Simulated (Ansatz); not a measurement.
The parent structure is AlP in the zinc blende structure (space group F-43m, No. 216; a = 5.471 Å).

Modification: full substitution Al → B; the structure is relaxed again.

Levels (all Ansatz, a first-principles code, PAW): PBEsol (420 eV, no spin-orbit coupling); HSE06+SOC (420 eV, noncollinear with spin-orbit coupling).

The geometry is relaxed with PBEsol.

| Quantity | Result |
|---|---|
| PBEsol lowest conduction level above the VBM at special points | X 1.21 eV; U 2.02 eV; K 2.02 eV; Γ 3.38 eV |
| PBEsol valence-band top at Γ | 0.00, 0.00, 0.00 eV |

### Question
Predict the lowest conduction level above the VBM at special points and valence-band top at Γ from HSE06+SOC.

### Answer
The lowest conduction level above the VBM at special points becomes X 2.02 eV; U 2.90 eV; K 2.90 eV; Γ 4.31 eV (PBEsol: X 1.21 eV; U 2.02 eV; K 2.02 eV; Γ 3.38 eV); the valence-band top at Γ (three highest Kramers pairs, from the VBM) changes from 0.00, 0.00, 0.00 eV to 0.00, 0.00, -0.05 eV. The threefold valence maximum splits by Δso ≈ 45 meV.

Single points use the geometry relaxed with PBEsol. The hybrid gap comes from the SCF mesh plus the semilocal run's edge points and a few special points and is an upper bound. Differences between runs with and without spin-orbit coupling are approximate. The levels and masses belong to the bands next to the band gap. Stability against distortions was not tested.
